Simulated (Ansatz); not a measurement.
The parent structure is WSe2 in the 2H-MoS2 type structure (space group P6_3/mmc, No. 194; layered, stacked along the Cartesian z axis).

```
CELL_PARAMETERS angstrom
      3.27906     0.00000     0.00000
     -1.63953     2.83975     0.00000
      0.00000     0.00000    12.78607
ATOMIC_POSITIONS crystal
  W  0.33333 0.66667 0.25000
  W  0.66667 0.33333 0.75000
  Se 0.33333 0.66667 0.61827
  Se 0.66667 0.33333 0.11827
  Se 0.66667 0.33333 0.38173
  Se 0.33333 0.66667 0.88173
```

Cartesian axes are those of the cell as printed.

Method: PBE-D3(BJ) in Ansatz (plane waves to 420 eV, PAW, spin-orbit coupling left out).

Now apply this change: the cell is scaled by 1.0122 in all directions, atoms relaxed at fixed cell.

Task: Predict the stress tensor and what it implies for the stiffness.

Result: Stress of the strained cell less that of the base (GPa, compression positive):
```
  -2.85    0.00    0.00
   0.00   -2.85    0.00
   0.00    0.00   -0.94
```

Then B = −ΔP/(ΔV/V₀) with ΔV/V₀ = 0.0370 gives secant stiffness values (nonlinear terms included at this strain): B (at held cell shape, above the free-shape value) ≈ 60 GPa.

As a check, the harmonic strain energy −½ V₀ Δσ:ε is 5.0 meV/atom; the computed energy rise is 5.3 meV/atom.

Stability against distortions was not tested.

Ansatz is a program for electronic structure.
